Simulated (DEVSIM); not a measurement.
System: Schottky contact on n-type β-Ga2O3, at 300 K.

| layer (left to right) | material | thickness (μm) | Nd (cm⁻³) | τn (s) | τp (s) |
|---|---|---|---|---|---|
| 1 | β-Ga2O3 | 7.90 | 2e16 | 2.5e-8 | 2.5e-8 |

Left contact: Schottky, work function 4.93 eV, emission velocity 2e6 cm/s. Right contact: ohmic. Voltage is applied to the left contact. Recombination: SRH at mid-gap, radiative. Mobility is μmin + (μ − μmin)/(1 + (N/Nref)^α).

Constants are typed, rounded textbook-type inputs, not results; the design itself was drawn at random and stands for no fabricated device. Values at 300 K.

| parameter | β-Ga2O3 |
|---|---|
| gap (eV) | 4.8 |
| affinity (eV) | 4 |
| permittivity | 10 |
| Nc (cm⁻³) | 3.7e18 |
| Nv (cm⁻³) | 5e20 |
| μn (cm²/Vs) | 160 |
| μp (cm²/Vs) | 1 |
| μn,min | 20 |
| μp,min | 0.1 |
| Nref,n | 1e18 |
| Nref,p | 1e18 |
| αn | 0.8 |
| αp | 0.8 |
| B (cm³/s) | 1e-12 |

Model (solved in DEVSIM): 1D drift-diffusion, Boltzmann statistics, complete ionisation; no tunnelling, impact ionisation, image-force lowering or self-heating. Metal contacts follow the ideal Schottky-Mott rule: no Fermi-level pinning, no interface dipoles.

Task: Tabulate band edges, carrier densities and field at -2.0 V on the left contact.

Result: Energies count from the Fermi level of the right contact; mesh points crowd at the junctions.

```tsv
x (μm)	Ec (eV)	Ev (eV)	n (cm⁻³)	p (cm⁻³)	field (V/cm)
0.000	2.930	-1.870	< 1e2	< 1e2	-140000
0.01358	2.741	-2.059	< 1e2	< 1e2	-140000
0.03481	2.459	-2.341	< 1e2	< 1e2	-130000
0.06797	2.051	-2.749	< 1e2	< 1e2	-120000
0.1384	1.317	-3.483	120	< 1e2	-91000
0.2299	0.632	-4.168	9.1e7	< 1e2	-58000
0.3727	0.163	-4.637	6.7e15	< 1e2	-9100
0.7052	0.135	-4.665	2.0e16	< 1e2	≈ 0
1.115	0.135	-4.665	2.0e16	< 1e2	≈ 0
1.756	0.135	-4.665	2.0e16	< 1e2	≈ 0
2.758	0.135	-4.665	2.0e16	< 1e2	≈ 0
4.680	0.135	-4.665	2.0e16	< 1e2	≈ 0
5.848	0.135	-4.665	2.0e16	< 1e2	≈ 0
6.595	0.135	-4.665	2.0e16	< 1e2	≈ 0
7.201	0.135	-4.665	2.0e16	< 1e2	≈ 0
7.461	0.135	-4.665	2.0e16	< 1e2	≈ 0
7.628	0.135	-4.665	2.0e16	< 1e2	≈ 0
7.735	0.135	-4.665	2.0e16	< 1e2	≈ 0
7.817	0.135	-4.665	2.0e16	< 1e2	≈ 0
7.855	0.135	-4.665	2.0e16	< 1e2	≈ 0
7.880	0.135	-4.665	2.0e16	< 1e2	≈ 0
7.900	0.135	-4.665	2.0e16	< 1e2	≈ 0
```
